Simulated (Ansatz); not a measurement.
**MgCdTe₂ (R3m, No. 160, 4 atoms in the cell; start mp-1222019)**

Computed with PBE0 (PAW; Ansatz, a quantum-chemistry and plane-wave program).

Run with plane-wave cutoff 460 eV, 6×6×6 k mesh, Fermi–Dirac smearing 0.01 eV, scalar-relativistic PAW data made under PBE.

Cell (relaxed with PBEsol):

```yaml
crystal:
  lattice:
    - [2.28783, 1.32088, 7.44691]
    - [-2.28783, 1.32088, 7.44691]
    - [0.00000, -2.64176, 7.44691]
  atoms:
    - { symbol: Mg, position: [0.50077, 0.50077, 0.50077] }
    - { symbol: Cd, position: [0.99959, 0.99959, 0.99959] }
    - { symbol: Te, position: [0.87381, 0.87381, 0.87381] }
    - { symbol: Te, position: [0.37581, 0.37581, 0.37581] }
```

```yaml
band_gap: 2.85 eV (on the SCF k mesh)
```

Note: cell and atoms aren't relaxed at this level (pressure 0.9 GPa).

Spin–orbit coupling is not included; with these elements it can move the gap by several tenths of an eV or more.

Static lattice: no zero-point or thermal effects.

It cost roughly 7 core-minutes of CPU time.

A start named mp-… is a Materials Project structure, which need not be a measured phase.
